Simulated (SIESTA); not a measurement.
SIESTA run on Zn (P6_3/mmc, 4 atoms in the cell): self-consistent single point

Method of the run: GGA PBE, numerical atomic orbitals TZP, PseudoDojo PBE standard norm-conserving potentials (rewritten from UPF to PSML) run with SIESTA.

Input:

```
# files in the folder: Zn.psml (PseudoDojo PBE standard)
SystemName  Zn
SystemLabel zn

NumberOfAtoms                4
NumberOfSpecies              1
%block ChemicalSpeciesLabel
  1 30 Zn
%endblock ChemicalSpeciesLabel
LatticeConstant              1.0 Ang
%block LatticeVectors
     2.732081000    0.000000000    0.000000000
    -1.366040000    2.366051000    0.000000000
     0.000000000    0.000000000    8.790489000
%endblock LatticeVectors
AtomicCoordinatesFormat      Ang
%block AtomicCoordinatesAndAtomicSpecies
     0.000000000    0.000000000    0.000000000  1
     0.000000000    0.000000000    4.395244500  1
    -0.000001033    1.577368122    2.197622250  1
     1.366042033    0.788682878    6.592866750  1
%endblock AtomicCoordinatesAndAtomicSpecies

XC.functional                GGA
XC.authors                   PBE
PAO.BasisSize                TZP
PAO.EnergyShift              0.005 Ry
MeshCutoff                   300 Ry
%block kgrid.MonkhorstPack
   11   0   0  0.0
    0  11   0  0.0
    0   0   3  0.0
%endblock kgrid.MonkhorstPack
OccupationFunction           FD
ElectronicTemperature        1160.45 K

MaxSCFIterations             150
SCF.Mixer.Method             Broyden
SCF.Mixer.Weight             0.2
SCF.Mixer.History            6
SCF.DM.Tolerance             1.0E-05
Diag.ParallelOverK           true
WriteForces                  true
```

The program printed (abridged):

```
reinit: Reading from file input.fdf

reinit: System Name: Zn
reinit: System Label: zn

coor:   Atomic-coordinates input format  =     Cartesian coordinates
coor:                                          (in Angstroms)

siesta: Atomic coordinates (Bohr) and species
siesta:      0.00000   0.00000   0.00000  1        1
siesta:      0.00000   0.00000   8.30581  1        2
siesta:     -0.00000   2.98079   4.15290  1        3
siesta:      2.58145   1.49039  12.45871  1        4

siesta: System type = bulk

initatomlists: Number of atoms, orbitals, and projectors:      4   100    72

siesta: ******************** Simulation parameters ****************************
redata: Spin configuration                          = none
redata: Time-Reversal Symmetry                      = T
redata: Number of Atomic Species                    =        1
redata: Mesh Cutoff                                 =   300.0000 Ry
redata: Net charge of the system                    =     0.0000 |e|
redata: Min. number of SCF Iter                     =        0
redata: Max. number of SCF Iter                     =      150
redata: SCF convergence failure will abort job
redata: SCF mix quantity                            = Hamiltonian
redata: Mix DM or H after convergence               =   F
redata: Recompute H after scf cycle                 =   F
redata: Mix DM in first SCF step                    =   T
redata: No kicks to SCF
redata: DM Mixing Weight for Kicks                  =     0.5000
redata: Require Harris convergence for SCF          =   F
redata: Harris energy tolerance for SCF             =     0.000100 eV
redata: Require DM convergence for SCF              =   T
redata: DM tolerance for SCF                        =     0.000010
redata: Require EDM convergence for SCF             =   F
redata: EDM tolerance for SCF                       =     0.001000 eV
redata: Require H convergence for SCF               =   T
redata: Hamiltonian tolerance for SCF               =     0.001000 eV
redata: Require (free) Energy convergence for SCF   =   F
redata: (free) Energy tolerance for SCF             =     0.000100 eV
redata: Using DFT-D3 dispersion                     =   F
redata: Using Saved Data (generic)                  =   F
redata: Method of Calculation                       = Diagonalization
redata: Electronic Temperature                      =  1160.4500 K
redata: Number of TDED substeps                     =        3
redata: Dynamics option                             = Single-point calculation
redata: Save all siesta data in one NC              =   F
redata: ***********************************************************************

%block SCF.Mixers
  Broyden
%endblock SCF.Mixers

%block SCF.Mixer.Broyden
  # Mixing method
  method broyden

  # Mixing options
  weight 0.2000
  weight.linear 0.2000
  weight.prime 0.2000
  history 6
%endblock SCF.Mixer.Broyden

DM_history_depth set to one: no extrapolation allowed by default for geometry relaxation
Size of DM history Fstack: 1
Total number of electrons:    80.000000
Total ionic charge:    80.000000

* ProcessorY, Blocksize:    1  64

* Orbital distribution balance (max,min):   100   100

 Kpoints in:          198 . Kpoints trimmed:          182

siesta: k-grid: Number of k-points = 182
siesta: k-points from Monkhorst-Pack grid
siesta: k-cutoff (effective) =    13.186 Ang
siesta: k-point supercell and displacements
siesta: k-grid:    11     0     0      0.000
siesta: k-grid:     0    11     0      0.000
siesta: k-grid:     0     0     3      0.000

diag: Algorithm                                     = D&C
diag: Parallel over k                               =   F
diag: Use parallel 2D distribution                  =   F
diag: Parallel block-size                           = 64
diag: Parallel distribution                         =     1 x     1
diag: Used triangular part                          = Lower
diag: Absolute tolerance                            =  0.100E-15
diag: Orthogonalization factor                      =  0.100E-05
diag: Memory factor                                 =  1.0000

superc: Internal auxiliary supercell:     7 x     7 x     3  =     147
superc: Number of atoms, orbitals, and projectors:    588  14700  10584

                        Single-point calculation

superc: Internal auxiliary supercell:     7 x     7 x     3  =     147
superc: Number of atoms, orbitals, and projectors:    588  14700  10584

outcell: Unit cell vectors (Ang):
        2.732081    0.000000    0.000000
       -1.366040    2.366051    0.000000
        0.000000    0.000000    8.790489

outcell: Cell vector modules (Ang)   :    2.732081    2.732080    8.790489
outcell: Cell angles (23,13,12) (deg):     90.0000     90.0000    120.0000
outcell: Cell volume (Ang**3)        :     56.8239
new_DM -- step:     1
Initializing Density Matrix...

Attempting to read DM from file... Failed...
DM filled with atomic data:

InitMesh: MESH = 30 x 30 x 96 = 86400
InitMesh: Mesh cutoff (required, used) =   300.000   329.624 Ry

stepf: Fermi-Dirac step function

        iscf     Eharris(eV)        E_KS(eV)     FreeEng(eV)     dDmax    Ef(eV) dHmax(eV)
   scf:    1   -22698.198070   -22727.099033   -22727.133250  5.515290  2.462418 19.515633
   scf:    2   -22757.746642   -22744.331237   -22744.353657  0.906702  1.498515  9.392728
   scf:    3   -22751.344653   -22748.794033   -22748.810597  0.421589  0.786941  1.419499
   scf:    4   -22748.852229   -22748.855327   -22748.871511  0.073431  0.605383  0.266095
   scf:    5   -22748.870849   -22748.865542   -22748.881902  0.040650  0.501057  0.029360
   scf:    6   -22748.863193   -22748.864561   -22748.880966  0.004811  0.507383  0.134493
   [... 5 lines left out ...]
   scf:   12   -22748.865579   -22748.865579   -22748.881935  0.000033  0.499348  0.001234
   scf:   13   -22748.865579   -22748.865579   -22748.881935  0.000025  0.499344  0.000914
   scf:   14   -22748.865579   -22748.865579   -22748.881935  0.000019  0.499342  0.000672
   scf:   15   -22748.865579   -22748.865579   -22748.881935  0.000014  0.499341  0.000473
   scf:   16   -22748.865579   -22748.865579   -22748.881935  0.000010  0.499342  0.000344

SCF Convergence by DM+H criterion
max |DM_out - DM_in|         :     0.0000098664
max |H_out - H_in|      (eV) :     0.0003439142
SCF cycle converged after 16 iterations

Using DM_out to compute the final energy and forces

siesta: E_KS(eV) =           -22748.8656

siesta: E_KS - E_eggbox =    -22748.8656

siesta: Atomic forces (eV/Ang):
     1    0.000000    0.000000   -0.000000
     2    0.000000    0.000000   -0.000000
     3    0.000066   -0.000039   -0.000000
     4   -0.000066    0.000039   -0.000000
   Tot    0.000000    0.000000   -0.000000
   Max    0.000066
   Res    0.000031    sqrt( Sum f_i^2 / 3N )
   Max    0.000066    constrained

Stress tensor Voigt[x,y,z,yz,xz,xy] (kbar):       30.66       31.01      -34.14       -0.00        0.00        0.31
(Free)E + p*V (eV/cell)   -22749.2073
Target enthalpy (eV/cell)   -22748.8819

siesta: Program's energy decomposition (eV):
siesta: Ebs     =     -3302.677090
siesta: Eions   =     25996.120911
siesta: Ena     =       754.653174
siesta: Ekin    =     10036.151210
siesta: Enl     =     -5228.404534
siesta: Eso     =         0.000000
siesta: Edftu   =         0.000000
siesta: DEna    =       120.915374
siesta: DUscf   =         8.808052
siesta: DUext   =         0.000000
siesta: Ex      =     -2315.886102
siesta: Ec      =      -128.981842
siesta: Exc     =     -2444.867944
siesta: Eharris =    -22748.865579
siesta: Etot    =    -22748.865579
siesta: FreeEng =    -22748.881935

siesta: Stress tensor (static) (eV/Ang**3):
siesta:     0.019134    0.000190    0.000000
siesta:     0.000190    0.019353   -0.000000
siesta:     0.000000   -0.000000   -0.021309

siesta: Cell volume =         56.823857 Ang**3

siesta: Pressure (static):
siesta:                Solid            Molecule  Units
siesta:          -0.00006236         -0.00006235  Ry/Bohr**3
siesta:          -0.00572582         -0.00572511  eV/Ang**3
siesta:          -9.17377602         -9.17263983  kBar
```

The run converged in 16 iterations.

The starting cell was generated: these elements placed on a structure prototype, without a prior relaxation; it need not be a known phase or ordering of this composition. Its lattice was rescaled by a random factor within 2.5 % of one. Values carry the incompleteness of an atom-centred basis.

Cost on one core of a shared machine: roughly 30 s.
